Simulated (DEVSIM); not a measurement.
Device: TaN/Si3N4/p-Si capacitor, at 300 K.

| layer (left to right) | material | thickness (nm) | Na (cm⁻³) |
|---|---|---|---|
| 1 | Si3N4 | 17.0 | - |
| 2 | Si | 4400 | 3.4e16 |

Metal gate on the left, work function 4.4 eV. Fixed charge at the semiconductor interface 0 cm⁻² (in units of +e); no interface traps.

This is a model device: material constants are rounded textbook-type values typed into the input, and sizes, dopings and lifetimes were drawn at random. Values at 300 K.

| parameter | Si3N4 | Si |
|---|---|---|
| gap (eV) | 5.1 | 1.124 |
| affinity (eV) | 2.1 | 4.05 |
| permittivity | 7.5 | 11.7 |
| Nc (cm⁻³) | - | 2.86e19 |
| Nv (cm⁻³) | - | 3.1e19 |

Simulated with DEVSIM: 1D Poisson equation in equilibrium, Boltzmann statistics, complete ionisation; no quantum confinement or tunnelling. Metal contacts follow the ideal Schottky-Mott rule: no Fermi-level pinning, no interface dipoles.

Tabulate band edges, carrier densities and field at 0.0 V on the gate.

Energies count from the Fermi level of the right contact; mesh points crowd at the junctions.

```json
[
 {"x (μm)": "0.000", "Ec (eV)": "2.300", "Ev (eV)": "-2.800", "n (cm⁻³)": "< 1e2", "p (cm⁻³)": "< 1e2", "field (V/cm)": "100000"},
 {"x (μm)": "0.001451", "Ec (eV)": "2.315", "Ev (eV)": "-2.785", "n (cm⁻³)": "< 1e2", "p (cm⁻³)": "< 1e2", "field (V/cm)": "100000"},
 {"x (μm)": "0.004633", "Ec (eV)": "2.347", "Ev (eV)": "-2.753", "n (cm⁻³)": "< 1e2", "p (cm⁻³)": "< 1e2", "field (V/cm)": "100000"},
 {"x (μm)": "0.01032", "Ec (eV)": "2.404", "Ev (eV)": "-2.696", "n (cm⁻³)": "< 1e2", "p (cm⁻³)": "< 1e2", "field (V/cm)": "100000"},
 {"x (μm)": "0.01537", "Ec (eV)": "2.456", "Ev (eV)": "-2.644", "n (cm⁻³)": "< 1e2", "p (cm⁻³)": "< 1e2", "field (V/cm)": "100000"},
 {"x (μm)": "0.01691", "Ec (eV)": "2.471", "Ev (eV)": "-2.629", "n (cm⁻³)": "< 1e2", "p (cm⁻³)": "< 1e2", "field (V/cm)": "100000"},
 {"x (μm)": "0.01837", "Ec (eV)": "0.531", "Ev (eV)": "-0.593", "n (cm⁻³)": "3.5e10", "p (cm⁻³)": "3.4e9", "field (V/cm)": "64000"},
 {"x (μm)": "0.02385", "Ec (eV)": "0.565", "Ev (eV)": "-0.559", "n (cm⁻³)": "9.2e9", "p (cm⁻³)": "1.3e10", "field (V/cm)": "61000"},
 {"x (μm)": "0.03452", "Ec (eV)": "0.628", "Ev (eV)": "-0.496", "n (cm⁻³)": "8.2e8", "p (cm⁻³)": "1.4e11", "field (V/cm)": "56000"},
 {"x (μm)": "0.05941", "Ec (eV)": "0.750", "Ev (eV)": "-0.374", "n (cm⁻³)": "7200000", "p (cm⁻³)": "1.6e13", "field (V/cm)": "43000"},
 {"x (μm)": "0.1210", "Ec (eV)": "0.915", "Ev (eV)": "-0.209", "n (cm⁻³)": "12000", "p (cm⁻³)": "9.5e15", "field (V/cm)": "12000"},
 {"x (μm)": "0.3486", "Ec (eV)": "0.948", "Ev (eV)": "-0.176", "n (cm⁻³)": "3400", "p (cm⁻³)": "3.4e16", "field (V/cm)": "≈ 0"},
 {"x (μm)": "0.7922", "Ec (eV)": "0.948", "Ev (eV)": "-0.176", "n (cm⁻³)": "3400", "p (cm⁻³)": "3.4e16", "field (V/cm)": "≈ 0"},
 {"x (μm)": "1.827", "Ec (eV)": "0.948", "Ev (eV)": "-0.176", "n (cm⁻³)": "3400", "p (cm⁻³)": "3.4e16", "field (V/cm)": "≈ 0"},
 {"x (μm)": "3.566", "Ec (eV)": "0.948", "Ev (eV)": "-0.176", "n (cm⁻³)": "3400", "p (cm⁻³)": "3.4e16", "field (V/cm)": "≈ 0"},
 {"x (μm)": "4.065", "Ec (eV)": "0.948", "Ev (eV)": "-0.176", "n (cm⁻³)": "3400", "p (cm⁻³)": "3.4e16", "field (V/cm)": "≈ 0"},
 {"x (μm)": "4.267", "Ec (eV)": "0.948", "Ev (eV)": "-0.176", "n (cm⁻³)": "3400", "p (cm⁻³)": "3.4e16", "field (V/cm)": "≈ 0"},
 {"x (μm)": "4.355", "Ec (eV)": "0.948", "Ev (eV)": "-0.176", "n (cm⁻³)": "3400", "p (cm⁻³)": "3.4e16", "field (V/cm)": "≈ 0"},
 {"x (μm)": "4.398", "Ec (eV)": "0.948", "Ev (eV)": "-0.176", "n (cm⁻³)": "3400", "p (cm⁻³)": "3.4e16", "field (V/cm)": "≈ 0"},
 {"x (μm)": "4.410", "Ec (eV)": "0.948", "Ev (eV)": "-0.176", "n (cm⁻³)": "3400", "p (cm⁻³)": "3.4e16", "field (V/cm)": "≈ 0"},
 {"x (μm)": "4.415", "Ec (eV)": "0.948", "Ev (eV)": "-0.176", "n (cm⁻³)": "3400", "p (cm⁻³)": "3.4e16", "field (V/cm)": "≈ 0"},
 {"x (μm)": "4.417", "Ec (eV)": "0.948", "Ev (eV)": "-0.176", "n (cm⁻³)": "3400", "p (cm⁻³)": "3.4e16", "field (V/cm)": "≈ 0"}
]
```
